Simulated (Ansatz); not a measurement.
**Sn: pressure 2.1 GPa**

Start from Sn in the diamond structure (space group Fd-3m, No. 227; a = 6.656 Å).

Now apply this change: cell and atoms relaxed at a pressure of 2.1 GPa.

The values are results of Ansatz (a first-principles code) PBE, no spin-orbit coupling, not measurements. k-mesh 12×12×12 (Γ-centred); smearing 0.05 eV (Fermi–Dirac).

```json
[
 {"quantity": "volume per atom", "base": "36.86 Å³", "changed": "34.99 Å³", "shift": "-1.87 Å³"},
 {"quantity": "density", "base": "5.35 g/cm³", "changed": "5.63 g/cm³", "shift": "+0.286 g/cm³"},
 {"quantity": "lattice parameter a", "base": "6.656 Å", "changed": "6.541 Å", "shift": "-0.115 Å"},
 {"quantity": "shortest interatomic distance", "base": "2.882 Å", "changed": "2.833 Å", "shift": "-0.0497 Å"},
 {"quantity": "enthalpy H = E + PV relative to the base's energy", "base": "–", "changed": "+0.47 eV/atom", "shift": "–"},
 {"quantity": "band gap", "base": "zero", "changed": "zero", "shift": "–"}
]
```

Load acts through the strain it causes; cell and atoms are relaxed under it. Whether these cells are dynamically stable was not tested. Tetrahedral semiconductors of this kind turn to denser phases somewhere between about 1 and 50 GPa; those were not computed, so compressed cells here can lie past the real transition.
